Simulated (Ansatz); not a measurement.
Cost and result by functional for the adsorption energy of F on the 1x1 (0001) surface of hcp Zr, one in a 2x2 cell, started at the site 'hollow Zr-Zr-Zr', in Ansatz (plane waves, PAW). Single points on the PBE structure, on one kind of machine; costs are rough ratios of the slab run's core time (references not counted) to the cheapest single point. r2SCAN's cost holds its higher cutoff (500 against 420 eV). Differences are taken against r2SCAN for comparison alone: no measured value is at hand, so the table doesn't rank accuracy.

Set-up: 17 atoms, 7.6 Å thick at the start under the adsorbate (thin: gaps and levels are the slab's own); mesh 5x5x1; 0.1 eV smearing; dipole correction on; 8 atoms held, the rest relaxed; symmetry of the start imposed; no spin, no spin-orbit, no U, no dispersion correction. At the end it is bonded to 3 Zr. In PBE it is, or lies within 0.03 eV of, the lowest of the starts that converged. These notes are the PBE run's. Adsorption energies are against ½ F2(g). A negative adsorption energy means that the adsorbate is more stable on the surface than in its reference.

| functional | relative cost | adsorption energy (eV) | less r2SCAN (eV) |
|---|---|---|---|
| RPBE | 1 | -5.16 | 0.73 |
| r2SCAN | 2 | -5.89 | 0.00 |
| PBE (the relaxed run's value) | – | -5.37 | 0.52 |

The values span 0.73 eV, while the single points' costs differ by a factor of roughly 2. Differences are of unrounded values.

Ansatz is a first-principles code.
